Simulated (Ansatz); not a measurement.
Consider TiSi2 (space group Cmcm, No. 63; a = 3.5459 Å, b = 13.5650 Å, c = 3.5797 Å).

Computed with plane-wave PAW DFT at the PBE level (Ansatz, a program for electronic structure, 420 eV), no SOC, earlier PAW set.

One change was made to it. Results:

| quantity | base | after |
|---|---|---|
| density | 4.01 g/cm³ | 5.01 g/cm³ |
| shortest interatomic distance | 2.404 Å | 2.319 Å |
| band gap | zero | zero |

Question: Which change produced these results?
A) pressure 18 GPa
B) pressure 9 GPa
C) pressure 4.2 GPa
D) pressure 45 GPa

Answer: D, pressure 45 GPa. For comparison, the density in the other runs: pressure 4.2 GPa gives 4.14 g/cm³; pressure 18 GPa gives 4.49 g/cm³; pressure 9 GPa gives 4.27 g/cm³.

Load acts through the strain it causes; cell and atoms are relaxed under it. No phonon test of stability was made. No other phases were tried under pressure. The final runs are not spin-polarised.
